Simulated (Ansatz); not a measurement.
Consider MoSi2 (space group I4/mmm, No. 139; a = 3.1901 Å, c = 7.8220 Å; relaxed with 0.1 eV smearing).

All numbers come from PBEsol/PAW in Ansatz (an electronic-structure program), without spin-orbit coupling.

Before the change:

The pressure is 0.0 GPa and the band gap comes out as zero.

One thing is altered: every lattice vector is shortened by 0.50 %; the atoms relax in the strained cell.

What happens to the pressure?

The pressure (mean of the normal stresses, compression positive) goes from zero to 3.4 GPa.

Predict the new energy relative to the base.

The energy rises by 2.1 meV/atom.

Estimate the effect on the band gap.

The band gap stays zero.

Stability against distortions was not tested. All final runs are without spin polarisation.
